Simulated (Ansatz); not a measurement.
Base system: CaO in the rock salt structure (space group Fm-3m, No. 225; a = 4.7671 Å). Axes: x, y, z lie along the cube axes.

Method: plane-wave PAW DFT at the PBEsol level (Ansatz, a quantum-chemistry and plane-wave program, 420 eV), scalar-relativistic without spin-orbit coupling.

It is then changed as follows: tensile biaxial strain of 0.42 % in the plane normal to [111], as in epitaxy on a mismatched substrate; the out-of-plane cell vector and the atoms relax.

Question: What happens to the out-of-plane strain and hole mass?

Answer: The out-of-plane strain is -0.25 %; the hole mass comes out as 0.48 mₑ out of plane, 1.3 mₑ in plane (at Γ).

The levels and masses belong to the bands next to the band gap. Effective masses come from finite differences of ±0.01 Å⁻¹. Stability against distortions was not tested.
